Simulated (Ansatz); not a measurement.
Base system: CsPbBr$_{3}$ in the cubic perovskite structure (space group Pm-3m, No. 221; a = 5.872 Å). Axes: x, y, z lie along the cube axes.

Level of theory: PBEsol, PAW, 420 eV (Ansatz, an electronic-structure program; no spin-orbit coupling).

Strains are applied to the cell and any free atomic positions relax.

One change was made to it. Results:

```csv
quantity,base,after
energy relative to the base (free energy F),0 meV/atom,+0.9 meV/atom
band gap,1.43 eV,1.42 eV
```

Which change produced these results?
A) uniaxial strain ε_zz = +3.00 %
B) uniaxial strain ε_zz = +1.20 %
C) uniaxial strain ε_zz = +2.40 %

B, uniaxial strain ε_zz = +1.20 %. For comparison, the energy relative to the base in the other runs: uniaxial strain ε_zz = +3.00 % gives +5.2 meV/atom; uniaxial strain ε_zz = +2.40 % gives +3.4 meV/atom.

Spin-orbit coupling, missing from the scalar runs, can matter with Pb. No phonon test of stability was made. Many cubic perovskites are stable only at high temperature; tilts and polar distortions were not tested. This is not the structure that CsPbBr3 has at room temperature and ambient pressure.
